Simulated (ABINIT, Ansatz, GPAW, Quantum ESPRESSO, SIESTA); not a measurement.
Code comparison for TaAl₃ (I4/mmm, 4 atoms in the cell)

Self-consistent single point.

```xyz
4
Lattice="-1.9171 1.9171 4.2513 1.9171 -1.9171 4.2513 1.9171 1.9171 -4.2513" Properties=species:S:1:pos:R:3 pbc="T T T"
Ta     0.0000     0.0000     0.0000
Al     0.0000     0.0000     4.2513
Al     0.0000     1.9171     2.1256
Al     1.9171     0.0000     2.1256
```

Shared settings, as Ansatz (a first-principles code) writes them: kpoints.mp_grid.grid = 11 11 11; scf.occupations.method = gaussian; scf.occupations.width = 0.0073 Ry. Potentials and cutoffs stand in the table.

| code | model | pressure (GPa) | cutoff |
|---|---|---|---|
| GPAW | LDA (Perdew-Wang 92), GPAW PAW datasets LDA (gpaw-data 1.0.1) | -3.45 | 600 eV |
| Ansatz | LDA (PW92), default PAW files made with PBE | -3.83 | 30.9 Ry |
| SIESTA | LDA PW92, numerical atomic orbitals TZP, PseudoDojo LDA standard norm-conserving potentials (rewritten from UPF to PSML) | -4.63 | grid 400 Ry |
| Quantum ESPRESSO | LDA (PZ), PSlibrary ultrasoft (LDA) pseudopotentials | -4.01 | 50 Ry |
| ABINIT | LDA (PW92), PAW (JTH v2.0 LDA PAW) | -4.02 | 42 Ry |

On Ansatz's run: spin-orbit coupling is off. Spin polarisation is off.

The spread over the programs that give each value: pressure within 1.18 GPa.

SIESTA uses small atom-centred bases, whose incompleteness enters pressures, forces and empty levels differently from a plane-wave cutoff. Ansatz's pressure is given at a fixed set of plane waves, as the other plane-wave codes print theirs; with its correction for the finite basis it is -3.76 GPa. The same LDA comes in different parametrisations, which differ slightly.

The starting cell comes from a database of computed structures (which also holds hypothetical and non-ambient phases and stackings), without a prior relaxation at this level.

Keys are those of Ansatz 0.2.
